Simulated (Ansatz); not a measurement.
Antifluorite Li2S: PBE at its full settings (plane-wave cutoff 520 eV, 10×10×10 k mesh, Fermi–Dirac smearing 0.01 eV, scalar-relativistic PAW data made under PBE) and at cheaper ones, in a cell of 3 atoms with Γ-centred meshes.

```csv
level and setting,lattice constant a (Å),bulk modulus (GPa)
PBE (Ansatz),5.706,40.7
PBE (300 eV cutoff) (Ansatz),5.705,40.6
PBE (2×2×2 k mesh) (Ansatz),5.828,37.6
PBE (4×4×4 k mesh) (Ansatz),5.708,40.6
PBE (6×6×6 k mesh) (Ansatz),5.706,40.7
PBE (Fermi-Dirac smearing of 0.3 eV) (Ansatz),5.706,40.7
```

Largest shifts from the full settings: lattice constant a +2.14 % (PBE (2×2×2 k mesh)), against a difference of -0.17 % of the full result from the reference 5.716 Å (measured, 293 K, not corrected to a static lattice; as tabulated in Kubel et al. (1999), doi:10.1515/ncrs-1999-0303); bulk modulus -7.6 % (PBE (2×2×2 k mesh)).

Ansatz's density-functional and Hartree–Fock values are scalar-relativistic unless marked +SOC, with PAW data made under PBE.

Run with cheap settings on purpose, which may leave them unconverged: PBE (2×2×2 k mesh), PBE (300 eV cutoff), PBE (4×4×4 k mesh), PBE (6×6×6 k mesh), PBE (Fermi-Dirac smearing of 0.3 eV).

Ansatz is an electronic-structure program.
